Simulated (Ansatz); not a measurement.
Electron-phonon data for Os (P6_3/mmc)

Data:

```
Os
1.0
    2.72971     0.00000     0.00000
   -1.36486     2.36400     0.00000
    0.00000     0.00000     4.30605
Os
2
Direct
  0.33333   0.66667   0.25000
  0.66667   0.33333   0.75000
```

The numbers are results of PBEsol with spin-orbit coupling, DFPT electron-phonon coupling, linearised Boltzmann equation (plane waves, PAW; Ansatz, a program for electronic structure), not measurements. Condition of this run: spin-orbit coupling switched on. Cell: relaxed with this functional, without spin-orbit coupling.

```
Quantity                                                                                                                           Result
--------------------------------------------------------------------------------------------------  -------------------------------------
resistivity at 300 K                                                                                      9.0 (x), 9.0 (y), 6.2 (z) μΩ·cm
resistivity at 77 K                                                                                    0.93 (x), 0.93 (y), 0.67 (z) μΩ·cm
electron mean free path at 300 K (weighted by the current that each state carries)                           7.9 (x), 7.9 (y), 7.6 (z) nm
resistivity times mean free path for one path shared by all states (from the Fermi surface's area)  6.7 (x), 6.7 (y), 4.6 (z) ×10⁻¹⁶ Ω·m²
electron-phonon coupling λ                                                                                                           0.41
transport coupling λ_tr                                                                                      0.47 (x), 0.47 (y), 0.44 (z)
logarithmic mean phonon energy                                                                                                     20 meV
density of states at the Fermi level                                                                           0.59 states/(eV·spin·cell)
Drude plasma energy                                                                                          7.6 (x), 7.6 (y), 8.9 (z) eV
```

A metal at this level (no band gap). Only scattering by harmonic phonons is included (no impurities, grain boundaries, electron-electron scattering or thermal expansion). Halving the electron mesh (28x28x16) moves the resistivity by up to 2 % at 300 K, the mean free path by up to 5 %, the coupling by up to 4 %. Smearing 0.20 eV; phonons on a 6x6x3 q mesh, which this run doesn't test and which matters most at low temperature.
